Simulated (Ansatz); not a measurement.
**ZnS: stress against strain**

ZnS (wurtzite, P6_3mc, 19.226 Å³/atom at rest, c along z) under an equal strain ε in the (0001) plane with the normal axis free, as in a coherent film. PBEsol in Ansatz, a plane-wave DFT program (PAW, default set), 420 eV, 10×10×6 Γ-centred mesh, Fermi-Dirac smearing 0.05 eV; ions are relaxed within the symmetry of each cell. Stress is positive for a compressed cell.

Here s stands for strain and y for stress xx.

| strain (%) | stress xx (GPa) |
|---|---|
| -3.00 | ? |
| -1.20 | 1.95 |
| -0.60 | 0.96 |
| 0.00 | 0.00 |
| 0.60 | -0.93 |
| 1.20 | -1.83 |

Fit y of the 5 rows that show it with a straight line. Means: s 0, y 0.030. About the means, the sum of products is -5.6700 and the sum of squares of s is 3.6000; the slope is their ratio. Least squares gives y = 0.030 - 1.5750·s. Residuals (row less fit): 0.030, -0.015, -0.030, -0.015, 0.030; standard error 0.032 (degrees of freedom: 3). The slope gives the biaxial elastic modulus of this plane = 158 ± 1.7 GPa.

**Question.** What does the fit predict for y at s = -3.00, and how far is the calculated value from it?

**Answer.** y = 0.030 - 1.5750 × (-3.0) = 4.755 GPa. The calculation gives 5.10 GPa, 0.345 GPa above the prediction (5.0 % of the range of y in the table). The row lies outside the fitted rows, so this is an extrapolation. From the scatter of the fitted rows alone, a prediction at this place has a standard error of 0.062 GPa, so the miss is 5.6 times that.

One order more, fitted to all 11 runs of the series, follows each within 0.01, so the miss is the next term of a smooth law. ZnS is here the high-temperature form. Rows are the converged runs of the series near zero and its far end; series whose fitted rows scatter by over a few per cent of the range, as at a crossing or softening among them, aren't shown in this form. Most that stay on the fit to the last digits aren't either.
